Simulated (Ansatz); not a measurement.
# Ru: tensor shear ε_xz = +2.00 %

The reference is Ru in the hcp (Mg type) structure (space group P6_3/mmc, No. 194; a = 2.6756 Å, c = 4.2237 Å; relaxed with 0.1 eV smearing). Axes: x lies along a and z along c of the hexagonal cell.

It is then changed as follows: tensor shear ε_xz = +2.00 % (engineering shear γ = 0.0400); the atoms relax in the strained cell.

Computed with plane-wave PAW DFT at the LDA level (Ansatz, a first-principles code, 420 eV), without spin-orbit coupling. Γ-centred 25×25×14 mesh, Fermi–Dirac width 0.1 eV.

```tsv
quantity	base	changed	shift
volume per atom	13.09 Å³	13.09 Å³	-0.005 Å³
shortest interatomic distance	2.617 Å	2.575 Å	-0.042 Å
energy relative to the base (free energy F)	0 meV/atom	+14 meV/atom	+14 meV/atom
pressure (mean of the normal stresses, compression positive)	0.0 GPa	0.5 GPa	+0.5 GPa
band gap	zero	zero	–
stress (xx, yy, zz, yz, xz, xy; compression positive)	–	(0.4, 0.3, 1.0, 0.0, -8.4, 0.0) GPa	–
```

Cost of the whole job for the changed cell (relaxation, final SCF and bands): very roughly 3 core-minutes.

Stability against distortions was not tested. All final runs are without spin polarisation.
